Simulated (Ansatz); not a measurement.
Subject: the energy of the reaction between neutral defects in Pt (fcc, Fm-3m). Reaction: cell B + cell C → cell A + 8 Pt (fcc). A negative value means that the right-hand side lies lower.

Cell A: a supercell of 8 sites of Pt (fcc, Fm-3m) with one empty Pt site amid 12 Pt; H off the lattice sites (5 Pt at 2.00–2.30 Å); the closest two of these centres are 1.7 Å apart; spin state with PBE: run without spin, k-point mesh 10×10×10.
```yaml
crystal:
  lattice:
    - [5.61701, 0.00000, 0.00000]
    - [2.80850, 4.86447, 0.00000]
    - [2.80850, 1.62149, 4.58627]
  atoms:
    - { symbol: Pt, position: [0.99875, 0.00125, 0.50094] }
    - { symbol: Pt, position: [0.99875, 0.50094, 0.00125] }
    - { symbol: Pt, position: [0.99980, 0.50020, 0.50020] }
    - { symbol: Pt, position: [0.49980, 0.00020, 0.00020] }
    - { symbol: Pt, position: [0.49906, 0.00125, 0.50094] }
    - { symbol: Pt, position: [0.49906, 0.50094, 0.00125] }
    - { symbol: Pt, position: [0.49259, 0.50741, 0.50741] }
    - { symbol: H, position: [0.78220, 0.21780, 0.21780] }
```

Cell B: a supercell of 8 sites of Pt (fcc, Fm-3m) with H off the lattice sites (6 Pt at 2.01 Å); spin state with PBE: run without spin, k-point mesh 10×10×10.
```xyz
9
Lattice="5.6170 0.0000 0.0000 2.8085 4.8645 0.0000 2.8085 1.6215 4.5863" Properties=species:S:1:pos:R:3 pbc="T T T"
Pt     0.0000     0.0000     0.0000
Pt     9.8134     5.6658     2.3065
Pt     1.3879     2.4417    -0.0133
Pt     8.4255     3.2619     2.3065
Pt     2.8085    -0.0189    -0.0133
Pt     7.0376     5.6658     2.3065
Pt     4.2291     2.4417    -0.0133
Pt     5.6170     3.2430     2.2931
H      2.8085     1.6215     1.1466
```

Cell C: a supercell of 8 sites of Pt (fcc, Fm-3m) with one empty Pt site amid 12 Pt; spin state with PBE: run without spin, k-point mesh 10×10×10.
```xyz
7
Lattice="5.6170 0.0000 0.0000 2.8085 4.8645 0.0000 2.8085 1.6215 4.5863" Properties=species:S:1:pos:R:3 pbc="T T T"
Pt     9.8298     5.6752     2.2931
Pt     1.4043     2.4322     0.0000
Pt     8.4255     3.2430     2.2931
Pt     2.8085     0.0000     0.0000
Pt     7.0213     5.6752     2.2931
Pt     4.2128     2.4322     0.0000
Pt     5.6170     3.2430     2.2931
```

Reference: Pt (fcc, Fm-3m), 8 atoms in the cell, a perfect crystal on lattice vectors that match the other cells', k-point mesh 10×10×10 on the run's own vectors.

Computed with Ansatz (plane waves, PAW), its PAW set soft_1, cutoff 420 eV. The structures are at rest with PBE, within the held lattices. Neutral cells; Fermi-Dirac smearing of at most 0.10 eV in the solids, energies taken to zero width. A dispersion term (D3(BJ), or D4 for r2SCAN) was computed beside these levels and is taken off wherever the name lacks it. Nuclei at rest; no vibrational terms. Cells are local rest points, mostly with their start's symmetry. Spin-orbit coupling is left out. Values are for these cell sizes. Cell A has symmetry I4mm and got no random move, so less symmetric positions, which may lie lower, weren't tried. Cell B has symmetry Fm-3m and got no random move, so less symmetric positions, which may lie lower, weren't tried. Cell C has symmetry Fm-3m and got no random move, so less symmetric positions, which may lie lower, weren't tried.

Q: Predict the value from PBE.

A: -0.45 eV, for cell B + cell C → cell A + 8 Pt (fcc).

Ansatz is an electronic-structure program.
